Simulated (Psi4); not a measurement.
Psi4 1.11, HF/def2-svp: Y(Cl)(OH)2 ([OH][Y]([OH])[Cl]), 6 atoms. The geometry is a generated start, not checked to be a minimum at this level.

| Property | Value |
|---|---|
| task | energy |
| method | scf |
| basis | def2-svp |
| memory | 3 GB |
| maxiter | 100 |
| keys of the molecule block | symmetry c1 |
| scf_type | df (default) |
| diis_max_vecs | 10 (default) |
| e_convergence | 1e-06 (default) |
| d_convergence | 1e-06 (default) |
| effective core potentials | those of the basis set, past Kr |
| basis functions | 87 |

```xyz
6

Y      0.6132     0.3821     0.3747
Cl     1.7226    -0.1456    -1.6632
O      0.0999    -1.3069     1.2273
H     -0.5684    -1.3381     1.9255
O     -0.9916     1.0873    -0.4648
H     -0.8757     1.3212    -1.3995
```

Charge 0 and multiplicity 1 are set for this test and not shown to be the ground state.

With the defaults (damping_percentage = 0, scf_initial_accelerator = adiis, soscf = false, soscf_start_convergence = 0.01, guess = auto, which took SAD) it converges in 9 SCF iterations. One run each on 2 threads, with these changes:
- guess = gwh
- scf_initial_accelerator = ediis
- guess = huckel
- guess = core
- guess = sap
- damping_percentage = 60
- scf_initial_accelerator = none
- soscf = true, soscf_start_convergence = 0.001
- guess = modhuckel

Task: Which of these changes keep the SCF from converging, or lead it to another solution?

Result: No convergence: damping_percentage = 60 (the run ends without SCF convergence in 100 iterations). The rest reach the solution of the defaults.

```csv
setting,SCF iterations,JK calls,end
"soscf = true, soscf_start_convergence = 0.001",6,17,same solution
the defaults,9,10,same solution
scf_initial_accelerator = ediis,9,10,same solution
scf_initial_accelerator = none,9,10,same solution
guess = huckel,9,35,same solution
guess = modhuckel,9,35,same solution
guess = gwh,10,10,same solution
guess = core,12,12,same solution
guess = sap,12,12,same solution
damping_percentage = 60,100,101,no convergence
```

An SOSCF iteration holds several JK calls; a Hückel guess adds calls on atoms.
